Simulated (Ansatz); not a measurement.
## CdF2: energy against volume

CdF2 (fluorite, Fm-3m, 13.725 Å³/atom and stress up to 0.01 GPa in the relaxed cell, cube axes along x, y and z) under hydrostatic pressure, with the cell free. PBE in Ansatz, a plane-wave DFT program (PAW, default set), 420 eV, 10×10×10 Γ-centred mesh, Fermi-Dirac smearing 0.05 eV; ions are relaxed, or left where forces stay under 0.02 eV/Å, within the symmetry of each cell. Against the start cell, which lies near the measured one, the relaxed cell differs by 5.2 % in volume; the values below rest on it.

Here V stands for volume and E for E less E0.

```csv
volume (Å³/atom),E less E0 (meV/atom),pressure (GPa)
14.0373,1.99,-1.99
13.8757,0.51,-0.99
13.7251,0.00,0.00
13.5972,0.38,0.90
13.4359,1.87,2.09
13.1431,7.82,4.49
12.6755,?,?
```

Fit E against V with the third-order Birch-Murnaghan form, a cubic in V^(-2/3), and predict the withheld value at V = 12.6755.

With u = V^(-2/3) - 0.1753, the rows have u = -0.0034521, -0.0021204, -0.0008559, 0.0002363, 0.0016384, 0.0042566. Least squares gives E = 0.238 + 506.2·u + 296545·u² + 711711·u³. Residuals (row less fit): -0.005, 0.019, -0.022, 0.006, 0.003, -0.001; standard error 0.021 (degrees of freedom: 2). Its minimum lies at u = -0.0008561, so V0 = (0.1744439)^(-3/2) = 13.73. There d²E/du² = 589400 and d³E/du³ = 4270000, so B0 = (4/9) × 13.73^(-7/3) × 589400 × 0.160218 = 93.1 GPa (the last factor turns the table's units into GPa), and B0' = 4 + (2/3) × 0.1744439 × (4270000)/589400 = 4.8. B0' rests on the cubic coefficient alone and has a standard error of 0.9 from these residuals. At the withheld row, u = 0.0086458, so E = 0.238 + 506.2 × 0.0086458 + 296545 × 0.0086458² + 711711 × 0.0086458³ = 27.241 meV/atom. The calculation gives 27.27 meV/atom, 0.029 meV/atom above the prediction (0.1 % of the range of E in the table). The row lies outside the fitted rows, so this is an extrapolation. From the scatter of the fitted rows alone, a prediction at this place has a standard error of 0.370 meV/atom, so the miss is 0.1 times that.

Other structures, which can take over under pressure, weren't tried. The same form fitted to the pressure column gives B0' = 4.8; series where the two differ by over 0.4 aren't shown. Rows are the converged runs of the series near zero and its far end, less any whose ions stayed unrelaxed beside relaxed ones; series whose fitted rows scatter by over a few per cent of the range, as at a crossing or softening among them, aren't shown in this form.
